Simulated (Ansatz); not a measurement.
**Na3Sb under a change: pressure 0.3 GPa**

Consider Na3Sb (space group P6_3/mmc, No. 194; a = 5.312 Å, c = 9.453 Å).

The change: cell and atoms relaxed at a pressure of 0.3 GPa.

Method: Kohn–Sham DFT with the PBEsol functional, run in Ansatz (an electronic-structure program) with PAW and 420 eV plane waves, no spin-orbit coupling. Settings: 10×10×5 k-points, 0.05 eV Fermi–Dirac smearing.

```tsv
quantity	base	changed	shift
volume per atom	28.88 Å³	28.46 Å³	-0.413 Å³
lattice parameter a	5.312 Å	5.288 Å	-0.024 Å
c/a ratio	1.779	1.778	-0.0016
shortest interatomic distance	3.067 Å	3.053 Å	-0.014 Å
enthalpy H = E + PV relative to the base's energy	–	+0.05 eV/atom	–
band gap	0.43 eV	0.46 eV	+0.037 eV
gap character	direct at Γ	direct at Γ	–
width of the top valence band	0.92 eV	0.93 eV	+0.01 eV
electron mass	0.076 mₑ along c, 0.061 mₑ across (at Γ)	0.078 mₑ along c, 0.065 mₑ across (at Γ)	–
valence-band top at Γ (three highest levels, from the VBM)	0.00, 0.00, -0.16 eV	0.00, 0.00, -0.17 eV	–
```

Cost of the whole job for the changed cell (relaxation, final SCF and bands): around 80 core-seconds (rough).

With Sb present, leaving out spin-orbit coupling can change the band edges. Load acts through the strain it causes; cell and atoms are relaxed under it. Masses are band curvatures over ±0.01 Å⁻¹ around the edge. Whether these cells are dynamically stable was not tested.
